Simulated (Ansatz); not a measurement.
Start from Ag₂O (space group Pn-3m, No. 224).

```
CELL_PARAMETERS angstrom
      4.70672     0.00000     0.00000
      0.00000     4.70672     0.00000
      0.00000     0.00000     4.70672
ATOMIC_POSITIONS crystal
  Ag 0.75000 0.25000 0.75000
  Ag 0.25000 0.75000 0.75000
  Ag 0.75000 0.75000 0.25000
  Ag 0.25000 0.25000 0.25000
  O  0.00000 0.00000 0.00000
  O  0.50000 0.50000 0.50000
```

Cartesian axes are those of the cell as printed.

The values are results of Ansatz (a quantum-chemistry and plane-wave program), PBEsol, PAW, cutoff 420 eV, no spin-orbit coupling, not measurements.

Base values:

```
Quantity                         Value
-----------------------------  -------
Shortest interatomic distance  2.038 Å
Pressure                       0.0 GPa
```

Perturbation: uniaxial strain ε_zz = −0.60 %, all other strain components held at zero; the atoms relax in the strained cell.

Q: Predict the new shortest interatomic distance and pressure.

A: The shortest interatomic distance decreases by 0.004 Å to 2.034 Å; the pressure (mean of the normal stresses, compression positive) goes from zero to 0.5 GPa.

Stability against distortions was not tested. No Hubbard U is applied, and correlation can decide whether such a compound is a metal. The final runs are not spin-polarised.
